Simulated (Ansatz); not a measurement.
**CdTe with two functionals, isotropic strain −0.84 %**

Base system: CdTe in the zinc blende structure (space group F-43m, No. 216; a = 6.6180 Å).

(Cell as relaxed with PBE.)

Levels (all Ansatz, a program for electronic structure, PAW): PBE (420 eV, no spin-orbit coupling); r2SCAN (500 eV, no SOC).

Each level relaxes its own structure.

| base | PBE | r2SCAN |
|---|---|---|
| volume per atom | 36.23 Å³ | 35.25 Å³ |
| lattice parameter a | 6.618 Å | 6.558 Å |
| band gap | 0.59 eV | 1.17 eV |

Perturbation: an isotropic linear strain of −0.84 %; the atoms relax in the strained cell.

```csv
quantity,PBE,r2SCAN
"valley order (the lowest conduction-band minima on the path, energy above the VBM, named in the base's zone)",Γ 0.66 eV; L along ⟨111⟩ 1.79 eV,Γ 1.25 eV; L along ⟨111⟩ 2.23 eV
pressure,0.95 GPa,1.08 GPa
"hole mass (degenerate bands, along [100])","0.058, 0.55, 0.55 mₑ (at Γ)","0.096, 0.52, 0.52 mₑ (at Γ)"
```

Both order the valleys alike; PBE's pressure lies 0.13 GPa below r2SCAN's. Neither level is exact; r2SCAN is the comparison here, not a measurement.

With Te present, leaving out spin-orbit coupling can change the band edges. Effective masses come from finite differences of ±0.01 Å⁻¹. Stability against distortions was not tested.
